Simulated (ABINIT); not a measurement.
ABINIT run on ZnSe (F-43m, 2 atoms in the cell): self-consistent single point.

Method of the run: PBE, spin-orbit coupling, PAW (JTH v2.0 PBE PAW) (plane waves; ABINIT 10.0.3).

```
ZnSe
1.0
    0.00000     2.83500     2.83500
    2.83500     0.00000     2.83500
    2.83500     2.83500     0.00000
Zn Se
1 1
Direct
  0.00000   0.00000   0.00000
  0.25000   0.25000   0.25000
```

Reference input (self-consistent single point, DFT, PBE, plane waves, PAW (JTH v2.0 PBE PAW)): pseudos = [Zn.GGA_PBE-JTH.xml, Se.GGA_PBE-JTH.xml]; ecut = 30 Ha; pawecutdg = 60 Ha; pawxcdev = 0; occopt = 3; tsmear = 0.00036749 Ha; ngkpt = 10 10 10; nshiftk = 1; shiftk = 0 0 0; potentials = JTH v2.0 PBE PAW; nband = 14; kptopt = 1. This run's input differs from it in these lines:

```diff
@@ -18,6 +18,8 @@
 pawxcdev 0
+nspinor 2
+nspden 1
 occopt 3
 tsmear 0.00036749
-nband 14
-kptopt 1
+nband 30
+kptopt 4
 ngkpt 10 10 10
```

Output, abridged:

```
--- !BeginCycle
solver: {iscf: 17, nstep: 80, nline: 4, wfoptalg: 10, }
tolerances: {tolvrs: 1.00E-10, }
...

     iter   Etot(hartree)      deltaE(h)  residm     nres2
 ETOT  1  -73.312377852034    -7.331E+01 9.063E+00 5.919E+00
 ETOT  2  -73.952741395682    -6.404E-01 7.080E-01 3.185E+00
 ETOT  3  -73.943687608839     9.054E-03 2.748E-01 8.475E-01
 ETOT  4  -73.942957047293     7.306E-04 7.672E-02 3.966E-01
 ETOT  5  -73.942706480853     2.506E-04 9.094E-02 2.895E-02
   [... 11 lines left out ...]
 ETOT 17  -73.943005733759     2.815E-11 9.971E-04 4.529E-09
 ETOT 18  -73.943005733775    -1.570E-11 3.547E-04 2.365E-09
 ETOT 19  -73.943005733762     1.272E-11 3.317E-04 1.345E-10
 ETOT 20  -73.943005733765    -3.112E-12 2.616E-04 8.178E-11
 At SCF step   20       nres2   =  8.18E-11 < tolvrs=  1.00E-10 =>converged.

 Cartesian components of stress tensor (hartree/bohr^3)
  sigma(1 1)= -6.85304651E-05  sigma(3 2)=  0.00000000E+00
  sigma(2 2)= -6.85304651E-05  sigma(3 1)=  0.00000000E+00
  sigma(3 3)= -6.85304651E-05  sigma(2 1)=  0.00000000E+00

 ----iterations are completed or convergence reached----

 reduced coordinates (array xred) for    2 atoms
       0.000000000000      0.000000000000      0.000000000000
       0.250000000000      0.250000000000      0.250000000000
 cartesian forces (eV/Angstrom) at end:
    1     -0.00000000000000    -0.00000000000000     0.00000000000000
    2      0.00000000000000    -0.00000000000000    -0.00000000000000
 frms,max,avg= 1.6486220E-29 2.0191414E-29   0.000E+00  0.000E+00  0.000E+00 e/A
   [... lines left out ...]
 Fermi (or HOMO) energy (hartree) =   0.10779   Average Vxc (hartree)=  -0.33689
 Fermi (or HOMO) energy (eV) =   2.93311   Average Vxc (eV)=  -9.16722
   [... lines left out ...]
'-kT*entropy'       : -1.04974172547073E-15
total_energy        : -7.39430109920170E+01
total_energy_eV     : -2.01209165586797E+03
...

-Cartesian components of stress tensor (GPa)         [Pressure=  2.0162E+00 GPa]
- sigma(1 1)= -2.01623555E+00  sigma(3 2)=  0.00000000E+00
- sigma(2 2)= -2.01623555E+00  sigma(3 1)=  0.00000000E+00
- sigma(3 3)= -2.01623555E+00  sigma(2 1)=  0.00000000E+00

 Calculation completed.
```

The run converged in 20 iterations. Against the reference run the pressure hardly changes (2.01 to 2.02 GPa) and the gap on the mesh goes from 1.287 to 1.163 eV.

The starting cell has typed, rounded lattice constants, without a prior relaxation at this level.

Cost on one core of a shared machine: roughly 20 min.
